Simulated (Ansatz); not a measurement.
Ni on the 1x1 (100) surface of fcc Cu, one in a 2x2 cell, energies for each (26.4 Å²). Energies are against an atom of fcc Ni, ferromagnetic, without zero-point or thermal terms; each row is named by its start. No converged result for: 1 more start.

All values below come from PBE (plane waves to 420 eV, PAW; Ansatz, a quantum-chemistry and plane-wave program).

Set-up: 17 atoms, 5.3 Å thick at the start under the adsorbate (thin: gaps and levels are the slab's own); mesh 6x6x1; 0.1 eV smearing; dipole correction on; 8 atoms held, the rest relaxed; each run with such symmetry as its start has; spin-polarised, no spin-orbit, no U, no dispersion correction.

A negative adsorption energy means that the adsorbate is more stable on the surface than in its reference. Heights count from the host atoms within 0.3 Å of the top one.

```json
[
 {"starting site": "top Cu", "E_ads (eV)": "2.55", "height (Å)": "1.80", "nearest host atom (Å)": "Cu 2.19", "bonded to": "Cu", "Δ work function (eV)": "-0.64", "lateral drift (Å)": "0.0", "moment (μB)": "0.7"},
 {"starting site": "hollow Cu-Cu-Cu-Cu over Cu at depth 1.8 Å", "E_ads (eV)": "___", "height (Å)": "1.48", "nearest host atom (Å)": "Cu 2.36", "bonded to": "4 Cu", "Δ work function (eV)": "___", "lateral drift (Å)": "0.0", "moment (μB)": "0.0"}
]
```

**Question.** Complete the blanks.

**Answer.** 
- hollow Cu-Cu-Cu-Cu over Cu at depth 1.8 Å, E_ads (eV): 1.22
- hollow Cu-Cu-Cu-Cu over Cu at depth 1.8 Å, Δ work function (eV): -0.48
